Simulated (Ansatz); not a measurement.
The starting structures come from a database of crystals and need not be the phases stable at ambient conditions.

Inside the gap of an insulator the Bloch states are evanescent, with a wavenumber k + iκ along the transport direction.

Given:

```xyz
14
Lattice="4.6298 0.0000 0.0000 2.3149 5.9051 0.0000 0.0000 1.2467 5.1354" Properties=species:S:1:pos:R:3 pbc="T T T"
V      1.1124     2.6258     3.8652
V      5.8323     4.5260     1.2702
V      3.4273     5.1493     3.8379
V      3.5174     2.0024     1.2975
O      2.5935     1.9439     2.6578
O      4.3512     5.2079     2.4776
O      4.9084     5.8312     5.0453
O      2.0363     1.3205     0.0901
O      2.6398     3.6665     0.6757
O      4.3049     3.4853     4.4597
O      4.9547     2.8620     1.8920
O      1.9900     4.2898     3.2434
O      0.5314     0.9350     3.8516
O      4.0984     0.3117     1.2839
```

Space group of this cell: C2/c. The cell is strained (all lengths scaled by 0.98); by r2SCAN its mean pressure is 1.5 GPa.

Transport runs along the normal of the first two printed cell vectors.

No gap correction and no spin-orbit coupling; mid-gap values are interpolated between computed energies.

### Question
Compute, with Ansatz (an electronic-structure program) with r2SCAN, the band gap and the smallest decay constant κ at mid-gap.

### Answer
Gap 1.55 eV on a 8×8×6 mesh; κ = 0.369 1/Å, at (-0.250, 0.333) of the in-plane reciprocal vectors. At the zone centre, at the nearest computed energy, the slowest state has κ = 0.42 1/Å.
